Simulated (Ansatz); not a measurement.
**InAs: energy against strain**

InAs (zinc blende, F-43m, 28.195 Å³/atom at rest) under an equal strain ε in the (111) plane with the normal axis free, as in a coherent film. PBEsol in Ansatz, a plane-wave DFT program (PAW, default set), 420 eV, 9×9×9 Γ-centred mesh, Fermi-Dirac smearing 0.05 eV; ions are relaxed within the symmetry of each cell.

Here s stands for strain and y for E less E0.

| strain (%) | E less E0 (meV/atom) |
|---|---|
| -1.25 | 3.21 |
| -0.83 | 1.40 |
| -0.42 | 0.36 |
| 0.00 | 0.00 |
| 0.42 | 0.35 |
| 0.83 | 1.36 |
| 1.25 | 3.06 |
| 2.50 | ? |

Taking a parabola for y over the 7 complete rows: Least squares gives y = 0.000 - 0.0463·s + 2.0060·s². Residuals (row less fit): 0.018, -0.020, -0.013, 0.000, 0.016, 0.016, -0.016; standard error 0.021 (degrees of freedom: 4). Twice the quadratic coefficient over the volume, 2 × 2.0060 meV × 10⁴ × 0.1602 / 28.195 Å³, is twice the biaxial elastic modulus of this plane = 228 ± 1.5 GPa.

Estimate the missing y (s = 2.50); what did the run itself give?

y = 0.000 - 0.0463 × 2.50 + 2.0060 × 2.50² = 12.422 meV/atom. The calculation gives 11.97 meV/atom, 0.452 meV/atom below the prediction (3.8 % of the range of y in the table). The row lies outside the fitted rows, so this is an extrapolation. From the scatter of the fitted rows alone, a prediction at this place has a standard error of 0.079 meV/atom, so the miss is 5.7 times that.

One order more, fitted to all 13 runs of the series, follows each within 0.01, so the miss is the next term of a smooth law. This level leaves no gap over 0.05 eV at strain -1.25, -0.83, -0.42, 0.00, 0.42, 0.83, 1.25, 2.50, where the mesh may be coarse. Rows are the converged runs of the series near zero and its far end; series whose fitted rows scatter by over a few per cent of the range, as at a crossing or softening among them, aren't shown in this form. Most that stay on the fit to the last digits aren't either.
